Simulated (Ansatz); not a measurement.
Response to strain in GaN

Base system: GaN in the wurtzite structure (space group P6_3mc, No. 186; a = 3.152 Å, c = 5.138 Å). Axes: x lies along a and z along c of the hexagonal cell.

Strains are applied to the cell and any free atomic positions relax.

Method: Ansatz (a program for electronic structure) LDA, spin-orbit coupling left out.

Notes on the quantities. energy relative to the base: free energy F.

```csv
uniaxial strain ε_zz (%),energy relative to the base (meV/atom)
0,0.0
0.6,0.5
1.2,2.0
1.8,?
2.4,7.9
3,12.3
```

### Question
Fit ΔE = Aε² + Bε³ (ε in %) to the rows shown and predict the withheld row.

### Answer
Least squares on the printed values gives A = 1.40 and B = -0.0099 meV/atom (largest residual 0.0 meV/atom); this predicts 4.5 meV/atom, and the run gives 4.5 meV/atom, in agreement.

Whether these cells are dynamically stable was not tested.
